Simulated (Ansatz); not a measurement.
V_Mg in rock-salt MgO (start: the Mg site; 64-site cell, 2×2×2 shifted sampling), charge −2. These are PBE, PAW (plane waves to 420 eV; Ansatz, a first-principles code) values and carry that method's errors.

```yaml
total_energy_of_the_defect_cell: -77865.4890 eV
total_energy_of_the_perfect_cell: -79812.4455 eV
"μ(Mg) in hcp Mg, atoms added −1": -1923.8024 eV
"Δμ(Mg), Mg-rich": 0.000 eV
valence-band maximum on the cell's zero: 7.775 eV
image_correction_with_alignment: 1.326 eV
fermi_level_above_the_maximum: 3.80 eV
```

**Question.** Work out the formation energy.

**Answer.** E_f = E(defect) − E(perfect) − Σ n μ + q (E_VBM + E_F) + E_corr = 1946.957 − (1923.802) + (-23.150) + (1.326) = 1.33 eV.
